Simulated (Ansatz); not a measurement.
Ag on the 1x1 (0001) surface of hcp Ti, one in a 2x2 cell, energies for each (29.9 Å²). Energies are against an atom of fcc Ag, without zero-point or thermal terms; each row is named by its start.

Method: PBE (plane waves to 420 eV, PAW; Ansatz, a first-principles code).

### Question
Which site binds most strongly?
A) top Ti
B) hollow Ti-Ti-Ti
C) hollow Ti-Ti-Ti over Ti at depth 2.2 Å

### Answer
B, hollow Ti-Ti-Ti. Adsorption energies: hollow Ti-Ti-Ti -0.39 eV; hollow Ti-Ti-Ti over Ti at depth 2.2 Å -0.35 eV; top Ti 0.09 eV.
